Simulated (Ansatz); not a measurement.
The starting structures come from a database of crystals and need not be the phases stable at ambient conditions.

Here is the system:

```
CELL_PARAMETERS angstrom
      3.14528     0.00000     0.00000
      0.00000     5.09689     0.00000
      1.57264     0.00000     2.72389
ATOMIC_POSITIONS crystal
  Al 0.00000 0.00074 0.00000
  Ga 0.66667 0.50283 0.66667
  N  0.66667 0.88820 0.66667
  N  0.00000 0.37184 0.00000
```

Space group of this cell: P3m1. The cell is taken as given.

Method: r2SCAN (plane waves, PAW; Ansatz, a first-principles code).

The current runs along the normal of the first two printed vectors; no spin-orbit coupling. Scaled by the factor s: the length along the current (ions clamped). Meshes 12×6×12 and 10×6 across the current in all rows.

| s | mean pressure (GPa) | band gap (eV) |
|---|---|---|
| 0.97 | 6.4 | 3.47 |
| 1.00 | -0.4 | 3.37 |
| 1.03 | -5.9 | ? |

Question: Take the slope of the band gap against ln s from the two given rows, extrapolate to s = 1.03, and say what the run there gives.

Answer: Slope = (3.47 − 3.37) / ln 0.97 = -3.28 eV. The line gives 3.37 + (-3.28) × ln 1.03 = 3.27 eV. The run gives 3.11 eV, 0.16 eV under the line, 168 % of the predicted step.
